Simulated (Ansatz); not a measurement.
Symmetric slabs, relaxed from ideal cuts in 1x1 cells, of nitrides: surface energy (J/m²) by functional, in Ansatz (plane waves, PAW). All structures are PBE's; the other columns are single points with references at the same level. No spin-orbit coupling, Hubbard U or dispersion. HSE06 ran on coarser k-meshes, which may carry part of its shift.

```
system                                                                                PBE   LDA  PBEsol  RPBE  r2SCAN  HSE06
-----------------------------------------------------------------------------------  ----  ----  ------  ----  ------  -----
beta Si3N4 (0001) (cut with 4 N + 3 Si on top), ideal cut with outer spacing 1.46 Å  2.65  3.04    2.85  2.45    2.96   2.92
beta Si3N4 (10-10) (cut with Si on top), ideal cut with outer spacing 0.48 Å         2.31  2.60    2.44  2.16    2.60   2.54
beta Si3N4 (10-10) (cut with N on top), ideal cut with outer spacing 0.96 Å          2.37  2.63    2.46  2.23    2.69   2.60
beta Si3N4 (11-21) (cut with 2 Si on top), ideal cut with outer spacing 0.19 Å       2.73  3.06    2.89  2.56    3.03   3.00
beta Si3N4 (10-11) (cut with N on top), ideal cut with outer spacing 0.29 Å          2.69  3.02    2.84  2.52    3.03      –
```

The rows are a random draw from the class, without slabs that broke up, higher cuts of a face and adsorbates that left their site. Mean shift from PBE over these rows: LDA 0.32 J/m² (from 0.26 to 0.39, 5 rows); PBEsol 0.14 J/m² (from 0.08 to 0.20, 5 rows); RPBE -0.17 J/m² (from -0.20 to -0.14, 5 rows); r2SCAN 0.31 J/m² (from 0.29 to 0.34, 5 rows); HSE06 0.25 J/m² (from 0.23 to 0.27, 4 rows).

Ansatz is a quantum-chemistry and plane-wave program.
